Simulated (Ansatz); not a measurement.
Output of an Ansatz run (abridged):

```
WARN basis.ecutwfc = 614.9773291593289 eV is below the records' recommended cutoff, and the density's cutoff is lower with it unless basis.ecutrho_ratio is …
WARN ansatz: RAYON_NUM_THREADS=1 ignored (pool sized by the plan → 1); use --threads N
Pseudopotentials: kind: paw
Pseudopotential: Ca, paw, valence charge 10
Pseudopotential: Au, paw, valence charge 19
Crystal: 6 atoms, lattice volume = 118.623 Å³
Basis set: ecut = 614.9773291593289 eV, 4111 PW (Γ)
Bands: 63, of which v1, the nominal top of the filled ones, is band 53 counted from 1 (52 counted from 0)
Symmetry: 24 space group operations
Space group: F-43m (ITA 216), of the structure as read, at distance tolerance 4.9e-5 Å
k-points: 47 of 1000 (time reversal used)
PAW frozen core: Ca, regenerated for the run's functional, and the local potential with it
PAW frozen core: Au, regenerated for the run's functional, and the local potential with it
Initial density: superposition of atomic densities (chi_scale 0.1, normalization cell, long waves kept (reshape's long-wave potential 0.00 eV rms))
Initial wavefunctions: pseudopotential atomic-orbital guess
Eigensolver: davidson
Functional: x = slater, c = lda
SCF iter   1: F=—  HF=-66262.029739 eV  |F-HF|=—  |Δ(HF+E_count)|=         —  Δρ=2.65e-1  dr2=1.84e2  ethr=3.10e-3  ⟨swp⟩=11.1  Hψ=14674  notcnv=0  defer=2
all-band conjugate gradients solve this SCF's bands
preconditioner: auto → Kerker (q_TF=auto, 2.673 Å⁻¹)
SCF iter   2: F=—  HF=-66248.544892 eV  |F-HF|=—  |Δ(HF+E_count)|=    1.35e1  Δρ=7.43e-2  dr2=6.67e0  ethr=3.10e-3  ⟨swp⟩=4.0  Hψ=5967  notcnv=0  defer=8
SCF iter   3: F=—  HF=-66248.003987 eV  |F-HF|=—  |Δ(HF+E_count)|=   5.41e-1  Δρ=4.15e-2  dr2=2.17e0  ethr=3.10e-3  ⟨swp⟩=2.6  Hψ=4451  notcnv=0  defer=39
SCF iter   4: F=—  HF=-66247.526550 eV  |F-HF|=—  |Δ(HF+E_count)|=   4.77e-1  Δρ=6.27e-3  dr2=9.94e-2  ethr=2.07e-3  ⟨swp⟩=2.0  Hψ=5143  notcnv=0  defer=88
SCF iter   5: F=—  HF=-66247.510966 eV  |F-HF|=—  |Δ(HF+E_count)|=   1.56e-2  Δρ=3.35e-3  dr2=2.45e-2  ethr=9.46e-5  ⟨swp⟩=2.0  Hψ=4976  notcnv=0  defer=96
SCF iter   6: F=—  HF=-66247.506842 eV  |F-HF|=—  |Δ(HF+E_count)|=   4.12e-3  Δρ=1.60e-3  dr2=8.68e-3  ethr=2.33e-5  ⟨swp⟩=1.5  Hψ=2895  notcnv=0  defer=96
SCF iter   7: F=—  HF=-66247.504703 eV  |F-HF|=—  |Δ(HF+E_count)|=   2.14e-3  Δρ=9.95e-4  dr2=3.02e-3  ethr=8.27e-6  ⟨swp⟩=1.6  Hψ=2916  notcnv=0  defer=96
SCF iter   8: F=—  HF=-66247.503838 eV  |F-HF|=—  |Δ(HF+E_count)|=   8.65e-4  Δρ=4.64e-4  dr2=6.32e-4  ethr=2.88e-6  ⟨swp⟩=2.0  Hψ=4117  notcnv=0  defer=96
SCF iter   9: F=—  HF=-66247.503641 eV  |F-HF|=—  |Δ(HF+E_count)|=   1.97e-4  Δρ=1.94e-4  dr2=1.15e-4  ethr=6.02e-7  ⟨swp⟩=2.0  Hψ=4255  notcnv=0  defer=94
SCF iter  10: F=—  HF=-66247.503597 eV  |F-HF|=—  |Δ(HF+E_count)|=   4.42e-5  Δρ=1.76e-5  dr2=7.23e-7  ethr=1.10e-7  ⟨swp⟩=2.0  Hψ=4446  notcnv=0  defer=94
SCF iter  11: F=—  HF=-66247.502879 eV  |F-HF|=—  |Δ(HF+E_count)|=   7.18e-4  Δρ=4.41e-6  dr2=3.94e-8  ethr=9.52e-11  ⟨swp⟩=11.1  Hψ=13917  notcnv=0
SCF iter  12: F=-66247.502879 eV  HF=-66247.502879 eV  |F-HF|=1.31e-9  |Δ(HF+E_count)|=   9.05e-9  Δρ=1.20e-6  dr2=2.05e-9  ethr=3.75e-11  ⟨swp⟩=2.3  Hψ=9310  notcnv=0
SCF 1 converged in 12 iterations: F = -66247.502879 eV  dr2 = 2.05e-9
SCF converged after 12 iterations
Free energy (F): -66247.502879 eV
Harris-Foulkes:  -66247.502879 eV  (|F-HF|=1.31e-9)
Internal energy: -66247.440931 eV  (E = F + TS)
E sigma→0 (E₀):  -66247.471905 eV
Entropy (-TS):   -0.061947 eV (-10.325 meV/atom)
Fermi energy:    16.334883 eV
--- Per-component energies (eV) ---
  E_band       = -1513.819828
  E_kinetic    = 4773.883657
  E_local      = -18422.397364  (includes V_loc(G=0)·N_el)
  E_nonlocal   = 6053.921786
  E_hartree    = 4671.014569
  E_xc         = -1719.860026
  E_vxc        = -2025.665105  (∫ρ·V_xc dr)
  E_paw        = -47541.435901  (= ΣΔE_a)
  E_vpaw       = -1235.588618  (= ΣTr[D̂ρ^β])
  E_aug_tail   = -0.000018  (compensation charges beyond the density's cutoff)
  E_ewald      = -14065.474881
  E_core_change = 2.907247  (= ΣΔE_core)
  E_smearing   = -0.061947  (= −TS)
  E_closure    = 0.000000  (closes the sum)
  Σ components = -66247.502879   (vs F -66247.502879, Δ=0.00e0)
--- Forces (eV/Å), atoms counted from 1 ---
  atom   1  Ca     0.00000000     0.00000000    -0.00000000
  atom   2  Au    -0.03390771    -0.03390771     0.03390771
  atom   3  Au    -0.03390771     0.03390771    -0.03390771
  atom   4  Au     0.03390771     0.03390771     0.03390771
  atom   5  Au     0.03390771    -0.03390771    -0.03390771
  atom   6  Au    -0.00000000     0.00000000    -0.00000000
  max |Σ_I F_I| component: 6.25e-17 eV/Å
--- Stress (GPa, compression-positive) ---
       -7.084988      -0.000000       0.000000
        0.000000      -7.084988      -0.000000
        0.000000      -0.000000      -7.084988
  P = ⅓ Tr σ = -7.0850 GPa (-70.850 kbar)
  The stress holds the Pulay correction. Without it, at fixed plane waves, as pw.x and ABINIT print it: P = -7.1084 GPa
--- Band table (eV; the first three rows and the last of 47) ---
  k-point 0: bands = ["-89.6634", "-89.6472", "-89.6472", "-89.6472", "-88.9222", "-41.1483", "-40.9544", "-40.9544", "-40.9544", "-40.8783", "-40.8783", "-40.7864", "-40.7864", "-40.7864", "-40.7725", "-40.7725", "-40.7725", "-40.1435", "-40.1435", [...]
  k-point 1: bands = ["-89.6631", "-89.6475", "-89.6472", "-89.6472", "-88.9222", "-41.1434", "-40.9540", "-40.9524", "-40.9524", "-40.8772", "-40.8772", "-40.7919", "-40.7875", "-40.7875", "-40.7746", "-40.7746", "-40.7725", "-40.1435", "-40.1434", [...]
  k-point 2: bands = ["-89.6622", "-89.6484", "-89.6472", "-89.6472", "-88.9222", "-41.1300", "-40.9526", "-40.9470", "-40.9470", "-40.8736", "-40.8736", "-40.8073", "-40.7928", "-40.7928", "-40.7785", "-40.7785", "-40.7725", "-40.1435", "-40.1434", [...]
  k-point 46: bands = ["-89.6555", "-89.6551", "-89.6472", "-89.6472", "-88.9222", "-41.0242", "-41.0198", "-40.9043", "-40.9036", "-40.8616", "-40.8589", "-40.8419", "-40.8407", "-40.8069", "-40.8063", "-40.7907", "-40.7907", "-40.1436", [...]
```

The structure:

```
CELL_PARAMETERS angstrom
      0.00000     3.89984     3.89984
      3.89984     0.00000     3.89984
      3.89984     3.89984     0.00000
ATOMIC_POSITIONS crystal
  Ca 0.00000 0.00000 0.00000
  Au 0.37522 0.37522 0.87434
  Au 0.37522 0.87434 0.37522
  Au 0.37522 0.37522 0.37522
  Au 0.87434 0.37522 0.37522
  Au 0.75000 0.75000 0.75000
```

### Question
What input produced this log?

### Answer
Other spellings and defaults could give the same log, and not every line can be read from it. The input that was run (DFT, LDA (PW92), plane waves, harder PAW files (source: ansatz) made with PBE):

Ansatz 0.2 input:
```yaml
# CaAu5
crystal:
  lattice:
    - [0.000000, 3.899840, 3.899840]
    - [3.899840, 0.000000, 3.899840]
    - [3.899840, 3.899840, 0.000000]
  atoms:
    - { symbol: Ca, position: [0.000000, 0.000000, 0.000000] }
    - { symbol: Au, position: [0.375220, 0.375220, 0.874340] }
    - { symbol: Au, position: [0.375220, 0.874340, 0.375220] }
    - { symbol: Au, position: [0.375220, 0.375220, 0.375220] }
    - { symbol: Au, position: [0.874340, 0.375220, 0.375220] }
    - { symbol: Au, position: [0.750000, 0.750000, 0.750000] }
basis:
  ecutwfc: 45.2 Ry
kpoints:
  mp_grid: { grid: [10, 10, 10] }
hamiltonian:
  xc: lda
  pseudopotentials: { kind: paw, source: ansatz }
scf:
  occupations: { method: fermi_dirac, width: 0.0073 Ry }
output:
  forces: true
  eigenvalues: true
  stress: true
```

The starting cell comes from a database of computed structures (which also holds hypothetical and non-ambient phases and stackings), without a prior relaxation at this level. Spin-orbit coupling is off. With a pressure of about -7 GPa the cell is away from its equilibrium volume at this level. Ansatz's pressure includes its estimate of the finite-basis (Pulay) stress. The cutoff lies below the one recommended for these files.

Ansatz is an electronic-structure program.
